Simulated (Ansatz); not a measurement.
Defect: O vacancy in monoclinic ZrO2, charge state +2. Level of theory: PBE, PAW (plane waves to 420 eV; Ansatz, a quantum-chemistry and plane-wave program).

Settings: 96 host sites, the relaxed PBE lattice, the Γ point alone, smearing 0.01 eV, spin-restricted, no image-charge correction. Static, classical nuclei. The charge state is imposed; whether it is stable for some Fermi level was not computed. Forms of the defect that were not tried may lie lower.

Barriers: single points on a 2×2×2 k-point mesh shifted by half a step at the bands' geometries.

The step: a nearby O atom hops onto the vacant site. Atoms about the jump, Cartesian Å from the middle of the jump, before and after:

```json
[
 {"atom": "O1", "x0": "0.86", "y0": "0.21", "z0": "0.35", "x1": "-0.86", "y1": "-0.21", "z1": "-0.35"},
 {"atom": "Zr2", "x0": "0.23", "y0": "1.45", "z0": "-1.30", "x1": "0.03", "y1": "1.35", "z1": "-1.34"},
 {"atom": "Zr3", "x0": "-0.33", "y0": "-0.99", "z0": "1.60", "x1": "-0.51", "y1": "-0.99", "z1": "1.54"},
 {"atom": "O4", "x0": "0.72", "y0": "-2.45", "z0": "0.24", "x1": "0.81", "y1": "-2.40", "z1": "0.23"},
 {"atom": "Zr5", "x0": "-3.05", "y0": "-1.44", "z0": "-0.82", "x1": "-2.84", "y1": "-1.35", "z1": "-0.80"},
 {"atom": "O6", "x0": "-2.06", "y0": "-1.92", "z0": "1.00", "x1": "-2.13", "y1": "-2.03", "z1": "1.15"},
 {"atom": "O7", "x0": "-1.57", "y0": "0.56", "z0": "2.15", "x1": "-1.63", "y1": "0.56", "z1": "2.24"},
 {"atom": "O8", "x0": "1.73", "y0": "0.18", "z0": "-2.21", "x1": "1.67", "y1": "0.14", "z1": "-2.08"},
 {"atom": "O9", "x0": "-0.75", "y0": "0.43", "z0": "-2.89", "x1": "-0.70", "y1": "0.58", "z1": "-3.16"},
 {"atom": "O10", "x0": "0.80", "y0": "2.82", "z0": "0.22", "x1": "0.91", "y1": "2.41", "z1": "0.25"},
 {"atom": "O11", "x0": "-1.61", "y0": "-2.70", "z0": "-1.55", "x1": "-1.59", "y1": "-2.80", "z1": "-1.50"},
 {"atom": "O12", "x0": "-1.63", "y0": "2.30", "z0": "-1.41", "x1": "-1.65", "y1": "2.42", "z1": "-1.56"},
 {"atom": "Zr13", "x0": "2.33", "y0": "-1.36", "z0": "-0.78", "x1": "2.45", "y1": "-1.46", "z1": "-0.85"},
 {"atom": "O14", "x0": "0.79", "y0": "0.15", "z0": "3.13", "x1": "0.81", "y1": "0.17", "z1": "2.97"},
 {"atom": "O15", "x0": "-3.96", "y0": "0.20", "z0": "0.46", "x1": "-3.94", "y1": "0.22", "z1": "0.46"},
 {"atom": "O16", "x0": "-3.52", "y0": "0.11", "z0": "-2.16", "x1": "-3.47", "y1": "0.15", "z1": "-2.17"},
 {"atom": "O17", "x0": "1.20", "y0": "-2.39", "z0": "-2.42", "x1": "1.26", "y1": "-2.43", "z1": "-2.46"},
 {"atom": "Zr18", "x0": "0.55", "y0": "-0.90", "z0": "-3.84", "x1": "0.56", "y1": "-0.91", "z1": "-3.85"},
 {"atom": "Zr19", "x0": "1.88", "y0": "1.76", "z0": "1.89", "x1": "1.98", "y1": "1.83", "z1": "2.04"},
 {"atom": "O20", "x0": "-2.08", "y0": "3.24", "z0": "1.16", "x1": "-2.05", "y1": "3.18", "z1": "1.12"},
 {"atom": "O21", "x0": "0.34", "y0": "-2.41", "z0": "2.92", "x1": "0.30", "y1": "-2.41", "z1": "2.88"},
 {"atom": "Zr22", "x0": "0.08", "y0": "-3.95", "z0": "-1.19", "x1": "0.11", "y1": "-3.98", "z1": "-1.19"}
]
```

Task: Give the saddle-point geometry and the barrier.

Result: 
```tsv
atom	x	y	z
O1	-0.52	-0.17	-0.24
Zr2	0.06	1.39	-1.35
Zr3	-0.51	-1.00	1.58
O4	0.81	-2.49	0.25
Zr5	-2.94	-1.40	-0.80
O6	-2.15	-2.02	1.11
O7	-1.65	0.54	2.26
O8	1.70	0.16	-2.12
O9	-0.71	0.57	-3.13
O10	0.90	2.50	0.26
O11	-1.60	-2.77	-1.50
O12	-1.67	2.39	-1.52
Zr13	2.40	-1.45	-0.83
O14	0.80	0.17	2.99
O15	-3.95	0.21	0.46
O16	-3.48	0.13	-2.16
O17	1.23	-2.42	-2.45
Zr18	0.55	-0.90	-3.85
Zr19	1.96	1.84	2.04
O20	-2.06	3.19	1.14
O21	0.31	-2.42	2.91
Zr22	0.10	-3.98	-1.17
```
It lies 0.72 eV above the start and 0.052 eV above the end. The saddle point's order was not checked.
